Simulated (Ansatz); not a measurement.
Worked calculations on one periodic cell of amorphous Hf$_{10}$Si$_{10}$O$_{31}$N$_{6}$: Hf10Si10O31N6, 57 atoms, volume 813.8 Å³, made by a melt-quench on the CHGNet potential and relaxed with DFT. O and N atoms were pushed apart under 1.9 Å during the dynamics, to hinder bonds among them. It is a model cell: composition and starting density were chosen by hand, and all elements were melted together. Cycles of charging were run to anneal it. Calculation: PBE, scalar-relativistic without spin-orbit coupling (plane waves to 420 eV, PAW; Ansatz, a program for electronic structure). Sampling: a 2×2×2 Γ-centred mesh; Fermi-Dirac width 0.02 eV; no spin polarisation. Its volume was relaxed, its shape was held as a cube, and it stands at a mean pressure of 0.0 GPa with stress components up to 2.2 GPa; the relaxation ran on the zone centre alone. Its density went from a set 5.52 to 5.40 g/cm³. The cell is small and was quenched far faster than a real film, so it is one sample of the glass.

Problem. Count formal charges (Hf +4, Si +4, O -2, N -3). What does the count lead one to expect at the Fermi level, and what does the calculation give?

Solution. 10 × (+4) + 10 × (+4) + 31 × (-2) + 6 × (-3) = 0. The charges balance, so the anion-derived valence states can be full and a gap can open. On this mesh the highest filled and lowest empty level lie 3.10 eV apart, the PBE gap of this cell, with a localised state at one edge or both.

Four energies for an added electron at PBE on the zone centre alone (charged cells in a uniform background, spin-polarised): neutral at the neutral geometry -183537.706 eV; charged at the neutral geometry -183527.337 eV; charged and relaxed -183527.477 eV; neutral at the charged geometry -183537.443 eV.

Problem. Find the two relaxation energies and their sum, the reorganisation energy.

Solution. On charging: -183527.337 − (-183527.477) = 0.140 eV. On discharging: -183537.443 − (-183537.706) = 0.263 eV. The sum is 0.403 eV. The carrier's level spreads over 10 of the 57 atoms' worth, so it counts as partly localised, most on one Hf atom with neighbours O 1.94 Å, N 2.05 Å, N 2.15 Å, O 2.19 Å, O 2.44 Å (neutral geometry). The values are uncorrected: the image energy of a point charge in this cell, 2.84 × 14.40 / (2 × 9.3) = 2.2 eV before screening, is screened by electrons alone at the fixed geometry and by ions too after relaxing, and the carrier can be spread before it relaxes, so each term can be off by up to that value times 1/ε∞, some tenths of an eV. PBE's self-interaction favours spread-out carriers, so a hybrid can localise more.

Four energies for a hole at PBE on the zone centre alone (charged cells in a uniform background, spin-polarised): neutral at the neutral geometry -183537.706 eV; charged at the neutral geometry -183544.734 eV; charged and relaxed -183545.089 eV; neutral at the charged geometry -183537.107 eV.

Problem. Find the two relaxation energies and their sum, the reorganisation energy.

Solution. On charging: -183544.734 − (-183545.089) = 0.355 eV. On discharging: -183537.107 − (-183537.706) = 0.599 eV. The sum is 0.954 eV. The carrier's level spreads over 3 of the 57 atoms' worth, so it counts as localised, most on one N atom with neighbours Si 1.70 Å, Hf 2.02 Å, Hf 2.11 Å (neutral geometry). The values are uncorrected: the image energy of a point charge in this cell, 2.84 × 14.40 / (2 × 9.3) = 2.2 eV before screening, is screened by electrons alone at the fixed geometry and by ions too after relaxing, and the carrier can be spread before it relaxes, so each term can be off by up to that value times 1/ε∞, some tenths of an eV. PBE's self-interaction favours spread-out carriers, so a hybrid can localise more.
